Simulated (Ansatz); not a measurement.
Y: response to strain

Start from Y in the hcp (Mg type) structure (space group P6_3/mmc, No. 194; a = 3.652 Å, c = 5.703 Å; relaxed with 0.1 eV smearing).

Strains are applied to the cell and any free atomic positions relax.

Computed with Ansatz (a first-principles code), PBE, PAW, cutoff 420 eV, scalar-relativistic without spin-orbit coupling.

Notes on the quantities. energy relative to the base: free energy F; pressure: mean of the normal stresses, compression positive.

| change | energy relative to the base | shortest interatomic distance | pressure |
|---|---|---|---|
| base | 0 meV/atom | 6.702 bohr | 0.0 GPa |
| isotropic strain −3.00 % | +36 meV/atom | 6.501 bohr | 4.2 GPa |
| isotropic strain −2.50 % | +25 meV/atom | 6.534 bohr | 3.4 GPa |
| isotropic strain −1.50 % | +8.7 meV/atom | 6.601 bohr | 2.0 GPa |
| isotropic strain −0.50 % | +0.9 meV/atom | 6.668 bohr | 0.6 GPa |
| isotropic strain +0.50 % | +0.9 meV/atom | 6.735 bohr | -0.6 GPa |
| isotropic strain +1.00 % | +3.6 meV/atom | 6.769 bohr | -1.1 GPa |
| isotropic strain +2.00 % | +14 meV/atom | 6.836 bohr | -2.2 GPa |
| isotropic strain +2.50 % | +22 meV/atom | 6.869 bohr | -2.7 GPa |
| isotropic strain +3.00 % | ___ | 6.903 bohr | ___ |

Question: Fill in the withheld entries from the trend.

Answer: 
- isotropic strain +3.00 %, energy relative to the base: +31 meV/atom
- isotropic strain +3.00 %, pressure: -3.1 GPa

Whether these cells are dynamically stable was not tested. All final runs are without spin polarisation.
